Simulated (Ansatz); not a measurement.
## GePd (model structure, started from the rocksalt type, Fm-3m, No. 225, 2 atoms in the cell): properties by level of theory

```tsv
level (code)	equilibrium lattice constant a (Å)	formation enthalpy (eV/atom)
PBE (Ansatz)	___	-0.120
PBEsol (Ansatz)	5.130	___
PBE-D3(BJ) (Ansatz)	___	-0.120
r²SCAN (Ansatz)	___	___
```

Task: What belongs in the gaps?

Result: 
- PBE (Ansatz, a quantum-chemistry and plane-wave program), equilibrium lattice constant a (Å): 5.215
- PBEsol (Ansatz), formation enthalpy (eV/atom): -0.136
- PBE-D3(BJ) (Ansatz), equilibrium lattice constant a (Å): 5.150
- r²SCAN (Ansatz), equilibrium lattice constant a (Å): 5.168
- r²SCAN (Ansatz), formation enthalpy (eV/atom): -0.060

Ansatz's density-functional and Hartree–Fock values are scalar-relativistic unless marked +SOC, with PAW data made under PBE.

The crystal itself was run without spin with PBE, PBEsol, PBE-D3(BJ), r²SCAN; a magnetic state was not tried in these runs.

The computed numbers hold no vibrational or temperature effects.

A model structure was made by putting elements into a prototype or built by hand; it is no filed structure, need not be a known phase, and can be a saddle point held by its symmetry.
